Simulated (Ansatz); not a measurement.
Defect migration in bcc Mo: Zr-vacancy pair (Zr on one host Mo site, one Mo site vacant), neutral cell. All values below come from PBE, PAW (plane waves to 420 eV; Ansatz, an electronic-structure program).

Cell of 36 host sites held at the relaxed PBE lattice; a 2×2×3 k-point mesh shifted by half a step; Fermi-Dirac width 0.10 eV, spin-restricted; finite-size errors left in. No zero-point or tunnelling terms. Forms of the defect that were not tried may lie lower.

Barriers: single points on a 3×3×5 k-point mesh shifted by half a step at the bands' geometries (they differ from the bands' own by up to 0.18 eV, and are uncertain by about as much).

The step: the Zr atom itself jumps into the vacancy (Zr-vacancy distance between ideal sites 2.74 Å throughout). Atoms about the jump, Cartesian Å from the middle of the jump, before and after:

```json
[
 {"atom": "Zr1", "x0": "-0.67", "y0": "-0.67", "z0": "-0.67", "x1": "0.67", "y1": "0.67", "z1": "0.67"},
 {"atom": "Mo2", "x0": "-0.80", "y0": "2.42", "z0": "-0.80", "x1": "-0.84", "y1": "2.41", "z1": "-0.83"},
 {"atom": "Mo3", "x0": "2.42", "y0": "-0.80", "z0": "-0.80", "x1": "2.42", "y1": "-0.84", "z1": "-0.84"},
 {"atom": "Mo4", "x0": "0.84", "y0": "-2.42", "z0": "0.84", "x1": "0.80", "y1": "-2.42", "z1": "0.80"},
 {"atom": "Mo5", "x0": "-2.41", "y0": "0.84", "z0": "0.83", "x1": "-2.42", "y1": "0.80", "z1": "0.80"},
 {"atom": "Mo6", "x0": "-0.79", "y0": "-0.79", "z0": "2.42", "x1": "-0.83", "y1": "-0.83", "z1": "2.46"},
 {"atom": "Mo7", "x0": "0.83", "y0": "0.83", "z0": "-2.46", "x1": "0.79", "y1": "0.79", "z1": "-2.42"},
 {"atom": "Mo8", "x0": "2.35", "y0": "2.35", "z0": "-0.78", "x1": "2.38", "y1": "2.38", "z1": "-0.81"},
 {"atom": "Mo9", "x0": "-2.38", "y0": "-2.38", "z0": "0.81", "x1": "-2.35", "y1": "-2.35", "z1": "0.78"},
 {"atom": "Mo10", "x0": "-0.78", "y0": "2.36", "z0": "2.34", "x1": "-0.82", "y1": "2.38", "z1": "2.37"},
 {"atom": "Mo11", "x0": "2.36", "y0": "-0.78", "z0": "2.34", "x1": "2.38", "y1": "-0.82", "z1": "2.37"},
 {"atom": "Mo12", "x0": "0.82", "y0": "-2.38", "z0": "-2.37", "x1": "0.78", "y1": "-2.36", "z1": "-2.34"},
 {"atom": "Mo13", "x0": "-2.38", "y0": "0.82", "z0": "-2.37", "x1": "-2.36", "y1": "0.78", "z1": "-2.34"}
]
```

Question: Give the saddle-point geometry and the barrier.

Answer: 
```tsv
atom	x	y	z
Zr1	0.00	0.00	-0.01
Mo2	-0.85	2.47	-0.87
Mo3	2.47	-0.85	-0.87
Mo4	0.85	-2.48	0.85
Mo5	-2.48	0.85	0.84
Mo6	-0.84	-0.84	2.53
Mo7	0.83	0.83	-2.55
Mo8	2.33	2.33	-0.83
Mo9	-2.33	-2.33	0.80
Mo10	-0.81	2.36	2.31
Mo11	2.36	-0.81	2.30
Mo12	0.80	-2.36	-2.33
Mo13	-2.36	0.81	-2.33
```
It lies 0.55 eV above the start and 0.55 eV above the end. The saddle point's order was not checked, and it lies on a symmetry element of the cell, where a band can be held.
